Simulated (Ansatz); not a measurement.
How the smallest direct gap on the k points sampled of SrHfN2 (model structure, started from the LiVN2 type, Pna2₁, No. 33, 16 atoms in the cell) moves with the method

No measured value is used here.

Unless a cell is named, each level is at its own relaxed cell (LDA 17.23 Å³/atom).

Task: Put these levels in order of the smallest direct gap on the k points sampled that they give for SrHfN2 (model structure, started from the LiVN2 type, Pna2₁, No. 33, 16 atoms in the cell), smallest first: HSE06 (Ansatz, a first-principles code), LDA (Ansatz), PBE0 (Ansatz), PBEsol (Ansatz), r²SCAN (Ansatz).

Result: PBEsol (2.18 eV), LDA (2.30 eV), r²SCAN (2.68 eV), HSE06 (3.23 eV), PBE0 (3.91 eV)

Computed values are for a static lattice. Spin–orbit coupling is included only where a level's name says +SOC; with heavier elements it mostly lowers gaps and can invert bands.  Values are at the PBEsol cell; LDA at the level's own relaxed cell. Cutoffs and k meshes differ between the levels. Ansatz's density-functional and Hartree–Fock values are scalar-relativistic unless marked +SOC, with PAW data made under PBE.

A model structure was made by putting elements into a prototype or built by hand; it is no filed structure, need not be a known phase, and can be a saddle point held by its symmetry.
